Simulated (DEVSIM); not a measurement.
**abrupt Si p-n junction**

System: abrupt Si p-n junction, at 300 K.

```
layer (left to right)  material  thickness (μm)  Nd (cm⁻³)  Na (cm⁻³)  τn (s)  τp (s)
---------------------  --------  --------------  ---------  ---------  ------  ------
1                            Si            1.50          -     9.7e15  2.3e-5  2.3e-5
2                            Si            30.0     3.7e16          -  2.3e-5  2.3e-5
```

Left contact: ohmic. Right contact: ohmic. Voltage is applied to the left contact. Recombination: SRH at mid-gap, radiative. Mobility is μmin + (μ − μmin)/(1 + (N/Nref)^α).

This is a model device: material constants are rounded textbook-type values typed into the input, and sizes, dopings and lifetimes were drawn at random. Values at 300 K.

```tsv
parameter	Si
gap (eV)	1.124
affinity (eV)	4.05
permittivity	11.7
Nc (cm⁻³)	2.86e19
Nv (cm⁻³)	3.1e19
μn (cm²/Vs)	1417
μp (cm²/Vs)	470
μn,min	52
μp,min	45
Nref,n	9.7e16
Nref,p	2.2e17
αn	0.68
αp	0.72
B (cm³/s)	4.7e-15
```

Model (solved in DEVSIM): 1D drift-diffusion, Boltzmann statistics, complete ionisation; no tunnelling, impact ionisation, image-force lowering or self-heating.

```yaml
potential_step_across_the_device_at_zero_bias: 0.743 V
largest_field_in_the_device_at_zero_bias: 41000 V/cm
Dark forward voltage at 1 A/cm²: 0.559 V
Dark forward voltage at 100 A/cm²: 0.736 V
```

Dark forward current:

```csv
V (V),J (A/cm²)
0.05,3.0e-9
0.10,2.3e-8
0.15,1.6e-7
0.20,1.1e-6
0.25,7.3e-6
0.30,5.0e-5
0.35,0.00034
0.40,0.0023
0.45,0.016
0.50,0.11
0.55,0.73
0.60,4.6
0.65,21
0.70,62
0.80,190
0.85,280
0.90,370
0.95,480
1.00,590
1.05,710
1.10,850
1.15,990
1.20,1100
1.25,1300
1.30,1500
1.35,1700
1.40,1900
1.45,2100
```

Small-signal capacitance in reverse bias (quasi-static):

```tsv
V (V)	C (nF/cm²)
-0.4	24.2
-1	19.4
-2	15.4
-3	13.1
-4	11.7
-6	9.76
-8	8.57
-10	7.72
-13	6.82
-16	6.18
-20	5.59
```
